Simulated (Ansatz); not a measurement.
**Effect of biaxial strain +3.96 %, plane normal [001], relaxed out of plane on BAs**

The reference is BAs in the zinc blende structure (space group F-43m, No. 216; a = 4.768 Å). Axes: x, y, z lie along the cube axes.

Perturbation: biaxial strain +3.96 %, plane normal [001], relaxed out of plane (Cartesian); in-plane vectors clamped, the third vector and the atoms free.

All numbers come from PBEsol (Ansatz, a program for electronic structure, PAW, without spin-orbit coupling), earlier PAW set. k-mesh 12×12×12 (Γ-centred); smearing 0.05 eV (Fermi–Dirac).

- Volume per atom = 14.34 Å³ (base 13.55 Å³)
- Space group = I-4m2 (No. 119) (base F-43m (No. 216))
- Shortest interatomic distance = 2.106 Å (base 2.064 Å)
- Energy relative to the base (free energy F) = +38 meV/atom
- Pressure (mean of the normal stresses, compression positive) = -7.10 GPa (base 0.00 GPa)
- Band gap = 0.30 eV (base 1.08 eV)
- Gap character = indirect, Γ → k = (0, 0, 0.417) in the run's primitive reciprocal basis
- Smallest direct gap = 2.60 eV (base 3.25 eV)
- Electron mass = 1.1 mₑ along k, 0.23 mₑ across (off the special points) (base 1.1 mₑ along k, 0.21 mₑ across (off the special points))
- Valence-band top at Γ (three highest levels, from the VBM) = 0.00, -0.52, -0.52 eV (base 0.00, 0.00, 0.00 eV)
- Out-of-plane strain = -2.07 %
- Ratio −ε⊥/ε∥ = 0.52
- Mean in-plane stress (compression positive) = -10.6 GPa

Cost of the whole job for the changed cell (relaxation, final SCF and bands): roughly 50 core-seconds.

Effective masses come from finite differences of ±0.01 Å⁻¹. Along k means along the line from Γ to the band edge. Stability against distortions was not tested. k-point labels follow each cell's own Brillouin zone.
